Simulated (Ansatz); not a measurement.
Band structure of Y₂NiRu₃ (R-3m, 6 atoms in the cell).

```xyz
6
Lattice="2.5696 1.4835 4.2713 -2.5696 1.4835 4.2713 0.0000 -2.9671 4.2713" Properties=species:S:1:pos:R:3 pbc="T T T"
Y      0.0000     0.0000     1.5766
Y      0.0000     0.0000    11.2372
Ni     0.0000     0.0000     6.4069
Ru    -1.2848    -0.7418     4.2713
Ru     1.2848    -0.7418     4.2713
Ru     0.0000     1.4835     4.2713
```

Method of the run: PBEsol, PAW files made with PBE (plane waves; Ansatz, a quantum-chemistry and plane-wave program).

Settings: kpoints.mp_grid.grid = 5 5 5; hamiltonian.xc = pbesol; hamiltonian.pseudopotentials = {kind: paw} (an earlier, softer set of the program's PAW files); scf.occupations.method = fermi_dirac; scf.occupations.width = 0.136 eV; kpoints.band_path.path = [[0.0, 0.0, 0.0], [0.5, 0.0, 0.0], [0.5, 0.24709227, -0.24709227]]; kpoints.band_path.npoints = 8.

The starting cell comes from a database of computed structures (which also holds hypothetical and non-ambient phases and stackings), without a prior relaxation at this level. Its lattice was rescaled by a random factor within 2.5 % of one. Spin polarisation is off.

Levels in eV from the Fermi level, bands 41 to 48:
```csv
point,41,42,43,44,45,46,47,48
Γ,-0.37,-0.05,-0.05,0.06,0.37,0.58,0.58,1.15
L,-1.06,-0.76,-0.70,-0.20,0.28,1.18,1.32,1.50
B1,-1.25,-1.18,-1.07,-0.72,0.11,0.24,1.01,1.17
```

Bands cross the Fermi level along this path, so the cell is metallic at this level.

Keys are those of Ansatz 0.2.
